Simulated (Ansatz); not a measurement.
We consider TaO₂F (P4₂/mmc, No. 131, 8 atoms in the cell; start mp-33997), described by HSE06 (PAW; Ansatz, a quantum-chemistry and plane-wave program).

Run with plane-wave cutoff 460 eV, 6×6×4 k mesh (along the axes of the cell as run), Fermi–Dirac smearing 0.01 eV, scalar-relativistic PAW data made under PBE.

Cell (relaxed with PBEsol):

Space group P4₂/mmc (No. 131); a = 3.9427 Å, b = 3.9427 Å, c = 7.7093 Å, α = 90.00°, β = 90.00°, γ = 90.00°

```
atom  site  symmetry       x       y       z
----  ----  --------  ------  ------  ------
Ta      2a      mmm.  0.0000  0.0000  0.0000
O       2e      -4m2  0.0000  0.0000  0.2500
O       2d      mmm.  0.5000  0.0000  0.0000
F       2c      mmm.  0.0000  0.5000  0.0000
```

Estimate the band gap and smallest direct gap on the k points sampled that the calculation returns.


- band gap = 3.58 eV (on the SCF k mesh)
- smallest direct gap on the k points sampled = 4.06 eV

Note: cell and atoms aren't relaxed at this level (pressure -1.0 GPa).

Spin–orbit coupling is not included.

Static lattice: no zero-point or thermal effects.

It cost around 3 core-minutes (rough) of CPU time.

A start named mp-… is a Materials Project structure, which need not be a measured phase.
